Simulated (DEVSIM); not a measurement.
System: Schottky contact on n-type Si, at 300 K.

```
layer (left to right)  material  thickness (μm)  Nd (cm⁻³)  τn (s)  τp (s)
---------------------  --------  --------------  ---------  ------  ------
1                            Si            20.0     2.7e17    1e-6    1e-6
2                            Si            2.40     6.7e17    1e-6    1e-6
```

Left contact: Schottky, work function 4.89 eV, emission velocity 6.8e6 cm/s. Right contact: ohmic. Voltage is applied to the left contact. Recombination: SRH at mid-gap, Auger. Mobility is constant in doping.

Constants are typed, rounded textbook-type inputs, not results; the design itself was drawn at random and stands for no fabricated device. Values at 300 K.

```
parameter           Si
-------------  -------
gap (eV)         1.124
affinity (eV)     4.05
permittivity      11.7
Nc (cm⁻³)      2.86e19
Nv (cm⁻³)       3.1e19
μn (cm²/Vs)       1417
μp (cm²/Vs)        470
Cn (cm⁶/s)     2.8e-31
Cp (cm⁶/s)     9.9e-32
```

Model (solved in DEVSIM): 1D drift-diffusion, Boltzmann statistics, complete ionisation; no tunnelling, impact ionisation, image-force lowering or self-heating. Metal contacts follow the ideal Schottky-Mott rule: no Fermi-level pinning, no interface dipoles.

**Question.** Tabulate band edges, carrier densities and field at zero bias.

**Answer.** Energies count from the Fermi level of the right contact; mesh points crowd at the junctions.

```json
[
 {"x (μm)": "0.000", "Ec (eV)": "0.840", "Ev (eV)": "-0.284", "n (cm⁻³)": "220000", "p (cm⁻³)": "5.3e14", "field (V/cm)": "-240000"},
 {"x (μm)": "0.03252", "Ec (eV)": "0.278", "Ev (eV)": "-0.846", "n (cm⁻³)": "6.1e14", "p (cm⁻³)": "190000", "field (V/cm)": "-100000"},
 {"x (μm)": "0.1145", "Ec (eV)": "0.121", "Ev (eV)": "-1.003", "n (cm⁻³)": "2.7e17", "p (cm⁻³)": "430", "field (V/cm)": "-18"},
 {"x (μm)": "0.3019", "Ec (eV)": "0.121", "Ev (eV)": "-1.004", "n (cm⁻³)": "2.7e17", "p (cm⁻³)": "430", "field (V/cm)": "≈ 0"},
 {"x (μm)": "1.038", "Ec (eV)": "0.121", "Ev (eV)": "-1.004", "n (cm⁻³)": "2.7e17", "p (cm⁻³)": "430", "field (V/cm)": "≈ 0"},
 {"x (μm)": "2.577", "Ec (eV)": "0.121", "Ev (eV)": "-1.004", "n (cm⁻³)": "2.7e17", "p (cm⁻³)": "430", "field (V/cm)": "≈ 0"},
 {"x (μm)": "6.093", "Ec (eV)": "0.121", "Ev (eV)": "-1.004", "n (cm⁻³)": "2.7e17", "p (cm⁻³)": "430", "field (V/cm)": "≈ 0"},
 {"x (μm)": "14.80", "Ec (eV)": "0.121", "Ev (eV)": "-1.004", "n (cm⁻³)": "2.7e17", "p (cm⁻³)": "430", "field (V/cm)": "≈ 0"},
 {"x (μm)": "17.80", "Ec (eV)": "0.121", "Ev (eV)": "-1.004", "n (cm⁻³)": "2.7e17", "p (cm⁻³)": "430", "field (V/cm)": "≈ 0"},
 {"x (μm)": "19.12", "Ec (eV)": "0.121", "Ev (eV)": "-1.004", "n (cm⁻³)": "2.7e17", "p (cm⁻³)": "430", "field (V/cm)": "≈ 0"},
 {"x (μm)": "19.64", "Ec (eV)": "0.121", "Ev (eV)": "-1.004", "n (cm⁻³)": "2.7e17", "p (cm⁻³)": "430", "field (V/cm)": "≈ 0"},
 {"x (μm)": "19.91", "Ec (eV)": "0.121", "Ev (eV)": "-1.004", "n (cm⁻³)": "2.7e17", "p (cm⁻³)": "430", "field (V/cm)": "≈ 0"},
 {"x (μm)": "19.97", "Ec (eV)": "0.120", "Ev (eV)": "-1.004", "n (cm⁻³)": "2.7e17", "p (cm⁻³)": "420", "field (V/cm)": "-570"},
 {"x (μm)": "20.00", "Ec (eV)": "0.102", "Ev (eV)": "-1.022", "n (cm⁻³)": "5.4e17", "p (cm⁻³)": "210", "field (V/cm)": "-11000"},
 {"x (μm)": "20.06", "Ec (eV)": "0.097", "Ev (eV)": "-1.027", "n (cm⁻³)": "6.7e17", "p (cm⁻³)": "170", "field (V/cm)": "≈ 0"},
 {"x (μm)": "20.18", "Ec (eV)": "0.097", "Ev (eV)": "-1.027", "n (cm⁻³)": "6.7e17", "p (cm⁻³)": "170", "field (V/cm)": "≈ 0"},
 {"x (μm)": "20.45", "Ec (eV)": "0.097", "Ev (eV)": "-1.027", "n (cm⁻³)": "6.7e17", "p (cm⁻³)": "170", "field (V/cm)": "≈ 0"},
 {"x (μm)": "21.11", "Ec (eV)": "0.097", "Ev (eV)": "-1.027", "n (cm⁻³)": "6.7e17", "p (cm⁻³)": "170", "field (V/cm)": "≈ 0"},
 {"x (μm)": "21.99", "Ec (eV)": "0.097", "Ev (eV)": "-1.027", "n (cm⁻³)": "6.7e17", "p (cm⁻³)": "170", "field (V/cm)": "≈ 0"},
 {"x (μm)": "22.25", "Ec (eV)": "0.097", "Ev (eV)": "-1.027", "n (cm⁻³)": "6.7e17", "p (cm⁻³)": "170", "field (V/cm)": "≈ 0"},
 {"x (μm)": "22.35", "Ec (eV)": "0.097", "Ev (eV)": "-1.027", "n (cm⁻³)": "6.7e17", "p (cm⁻³)": "170", "field (V/cm)": "≈ 0"},
 {"x (μm)": "22.40", "Ec (eV)": "0.097", "Ev (eV)": "-1.027", "n (cm⁻³)": "6.7e17", "p (cm⁻³)": "170", "field (V/cm)": "≈ 0"}
]
```
